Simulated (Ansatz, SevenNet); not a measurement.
For TaAs (I4₁md, No. 109, 4 atoms in the cell; start mp-1936), the machine-learned potential SevenNet-l3i5 (trained on PBE and PBE+U data) gives:

```
Quantity                           Value
------------------------------  --------
equilibrium lattice constant a   3.470 Å
c axis length                   11.738 Å
```

Question: What does r²SCAN (Ansatz, a program for electronic structure, PAW) give for the same quantities?

Answer: 
- lattice constant a: 3.442 Å (drops by 0.8 %)
- lattice parameter c: 11.714 Å (drops by 0.2 %)

Changes are worked out from the printed values.

Unless a cell is named, each level is at its own relaxed cell (SevenNet-l3i5 17.67, r²SCAN 17.34 Å³/atom).

Levels without +SOC leave out spin–orbit coupling, which shifts energies and cells of such heavy elements.

Caveats: the relaxation could not lower the start's symmetry, so the cell can be a saddle point above a distorted one (SevenNet-l3i5, r²SCAN). Ansatz's density-functional and Hartree–Fock values are scalar-relativistic unless marked +SOC, with PAW data made under PBE.

A start named mp-… is a Materials Project structure, which need not be a measured phase.
